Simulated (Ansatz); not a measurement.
Base system: Ta in the bcc (W type) structure (space group Im-3m, No. 229; relaxed with 0.1 eV smearing).

```xyz
1
Lattice="-1.6602 1.6602 1.6602 1.6602 -1.6602 1.6602 1.6602 1.6602 -1.6602" Properties=species:S:1:pos:R:3 pbc="T T T"
Ta     0.0000     0.0000     0.0000
```

Cartesian axes are those of the cell as printed.

Level of theory: PBE (Ansatz, a program for electronic structure; PAW; 420 eV plane waves; without spin-orbit coupling).

Now apply this change: an isotropic linear strain of +1.50 %, atoms relaxed at fixed cell.

Question: Predict the stress tensor and what it implies for the stiffness.

Answer: Stress of the strained cell less that of the base (GPa, compression positive):
```
   -8.0     0.0     0.0
    0.0    -8.0     0.0
    0.0     0.0    -8.0
```

Then B = −ΔP/(ΔV/V₀) with ΔV/V₀ = 0.0457 gives secant stiffness values (nonlinear terms included at this strain): B ≈ 175 GPa.

As a check, the harmonic strain energy −½ V₀ Δσ:ε is 20 meV/atom; the computed energy rise is 22 meV/atom.

No phonon test of stability was made. The final runs are not spin-polarised.
